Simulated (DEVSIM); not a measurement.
System: Schottky contact on p-type In0.53Ga0.47As, at 300 K.

Layer 1 from the left is In0.53Ga0.47As, thickness (μm) 2.10, Na (cm⁻³) 8.1e16, τn (s) 4.8e-11, τp (s) 1.6e-9. Layer 2 from the left is In0.53Ga0.47As, thickness (μm) 6.10, Na (cm⁻³) 6.3e17, τn (s) 1.6e-9, τp (s) 1.6e-9.

Left contact: Schottky, work function 4.84 eV, emission velocity 9.2e6 cm/s. Right contact: ohmic. Voltage is applied to the left contact. Recombination: SRH at mid-gap, Auger. Mobility is constant in doping.

Constants are typed, rounded textbook-type inputs, not results; the design itself was drawn at random and stands for no fabricated device. Values at 300 K.

In0.53Ga0.47As: gap (eV) 0.74, affinity (eV) 4.51, permittivity 13.9, Nc (cm⁻³) 2.1e17, Nv (cm⁻³) 7.7e18, μn (cm²/Vs) 12000, μp (cm²/Vs) 300, Cn (cm⁶/s) 5e-29, Cp (cm⁶/s) 5e-29.

Model (solved in DEVSIM): 1D drift-diffusion, Boltzmann statistics, complete ionisation; no tunnelling, impact ionisation, image-force lowering or self-heating. Metal contacts follow the ideal Schottky-Mott rule: no Fermi-level pinning, no interface dipoles.

Question: What does the simulation give for the dark forward voltage at 100 A/cm², the potential step across the device at zero bias?

Answer: dark forward voltage at 100 A/cm² 0.131 V; potential step across the device at zero bias 0.345 V.
